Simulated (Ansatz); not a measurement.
Consider a periodic stack without vacuum, rock-salt TiC (1 1 0) on tetragonal HfO2 (1 0 0), 1 O on C sites at each interface (film strained to the substrate, started from cuts of the bulks and a machine-learned relaxation; slabs Hf16O32 and O2C16Ti18, which can lie off the formulas): substrate slab Hf16O32, film O2C16Ti18, surface cells [[0, -1], [2, 0]] and [[1, -1], [1, 2]], film strained by -3.9 and -0.8 %, outermost planes HfO/HfO and CTi/CTi as cut, which need not be the usual terminations and can put a slab off its formula. Its start:

```
CELL_PARAMETERS angstrom
      5.26406     0.00000     0.13807
      0.00000     7.20873    -0.08934
      0.24762     0.57993    25.12761
ATOMIC_POSITIONS crystal
  Hf 0.57276 0.29560 0.03883
  Hf 0.64234 0.82027 0.05679
  Hf 0.07950 0.07704 0.11294
  Hf 0.12866 0.52365 0.11015
  O  0.81111 0.06798 0.05774
  O  0.70941 0.56203 0.02578
  O  0.33671 0.00655 0.04801
  O  0.20609 0.41301 0.03572
  O  0.85615 0.32894 0.11998
  O  0.92740 0.77651 0.11498
  O  0.37645 0.27914 0.11567
  O  0.44322 0.70631 0.11977
  Hf 0.55621 0.28633 0.18738
  Hf 0.59022 0.80291 0.19071
  Hf 0.08790 0.03160 0.25558
  Hf 0.02411 0.54646 0.25888
  O  0.80255 0.04955 0.18315
  O  0.71214 0.53264 0.20587
  O  0.29471 0.01184 0.18047
  O  0.21565 0.46376 0.19090
  O  0.89822 0.26907 0.27359
  O  0.82827 0.81059 0.25932
  O  0.41778 0.19879 0.26200
  O  0.32957 0.76834 0.25290
  Hf 0.56992 0.29450 0.33264
  Hf 0.51127 0.77859 0.32810
  Hf 0.97954 0.02749 0.40230
  Hf 0.05395 0.52965 0.39660
  O  0.67417 0.01795 0.34956
  O  0.76518 0.55252 0.32911
  O  0.17370 0.95333 0.33347
  O  0.26487 0.50437 0.32276
  O  0.81447 0.29783 0.39919
  O  0.85933 0.75805 0.41967
  O  0.29959 0.25639 0.39918
  O  0.39087 0.69533 0.40145
  Hf 0.44756 0.24839 0.47344
  Hf 0.48222 0.72228 0.48187
  Hf 0.98430 0.98963 0.53487
  Hf 0.96794 0.49479 0.54816
  O  0.74000 0.05956 0.47644
  O  0.66627 0.45687 0.49815
  O  0.23869 0.97145 0.46881
  O  0.19105 0.51462 0.47449
  O  0.78318 0.19433 0.58211
  O  0.77074 0.75690 0.53393
  O  0.20648 0.24351 0.53630
  O  0.23670 0.73992 0.55296
  O  0.24564 0.21312 0.65144
  C  0.91096 0.53979 0.63776
  C  0.57446 0.88462 0.64582
  C  0.72829 0.21478 0.70480
  C  0.39873 0.54339 0.70117
  C  0.06596 0.87571 0.70282
  C  0.55271 0.87376 0.76776
  C  0.21802 0.20924 0.76795
  C  0.88731 0.54098 0.76714
  C  0.03906 0.87460 0.82934
  C  0.70708 0.20509 0.82972
  C  0.37466 0.53939 0.82868
  C  0.86807 0.53103 0.89283
  C  0.52487 0.86977 0.89381
  C  0.19413 0.20358 0.89605
  O  0.35071 0.53932 0.94290
  C  0.00514 0.85930 0.95516
  C  0.67756 0.21274 0.95725
  Ti 0.39158 0.04083 0.70634
  Ti 0.06855 0.38179 0.70390
  Ti 0.73404 0.70653 0.70269
  Ti 0.58705 0.37029 0.64433
  Ti 0.25033 0.71954 0.64282
  Ti 0.88168 0.05046 0.64745
  Ti 0.70802 0.70674 0.82817
  Ti 0.37155 0.03991 0.82964
  Ti 0.04188 0.37185 0.82903
  Ti 0.88361 0.04107 0.76845
  Ti 0.55225 0.37596 0.76782
  Ti 0.22086 0.70791 0.76688
  Ti 0.02692 0.37150 0.95419
  Ti 0.69737 0.69001 0.94773
  Ti 0.34050 0.02519 0.95333
  Ti 0.19373 0.70748 0.89030
  Ti 0.85737 0.03891 0.89517
  Ti 0.53143 0.36481 0.89123
```

The start was prepared with a machine-learned potential, and the result is one local minimum, with the in-plane cell held and forces under 0.04 eV/Å; the film can end far from its bulk form.

The numbers are results of PBE (plane waves to 420 eV, PAW; Ansatz, a first-principles code), not measurements. Spin–orbit coupling is left out; the runs are not spin-polarised; PBE gaps are too small against experiment. Its k-point mesh 5×4×1, Fermi–Dirac width 0.05 eV.

Q: Predict the relaxed interface.

A: The interface area is 38.0 Å² and the period is 25.53 Å. The heights between the nearest atoms of the two slabs at the two interfaces comes out as 1.29 and 1.43 Å and the Hf–Ti contacts across the interfaces within 1.22 times the sum of covalent radii is 17, mean 3.42 Å. The O–Ti contacts across the interfaces within 1.22 times the sum of covalent radii is 10, mean 2.27 Å and the C–Hf contacts across the interfaces within 1.22 times the sum of covalent radii is 4, mean 2.22 Å.
